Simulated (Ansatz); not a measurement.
**Na: isotropic strain −1.00 %**

Base system: Na in the bcc (W type) structure (space group Im-3m, No. 229; a = 4.199 Å; relaxed with 0.1 eV smearing).

The change: the cell is scaled by 0.9900 in all directions, atoms relaxed at fixed cell.

Level of theory: plane-wave PAW DFT at the PBE level (Ansatz, a program for electronic structure, 420 eV), without spin-orbit coupling. Settings: 22×22×22 k-points, 0.1 eV Fermi–Dirac smearing.

The space group is still Im-3m (No. 229) and the shortest interatomic distance decreases by 0.0364 Å to 3.600 Å. The energy rises by 0.8 meV/atom and the pressure goes from zero to 0.2 GPa. The band gap remains zero.

No phonon test of stability was made.
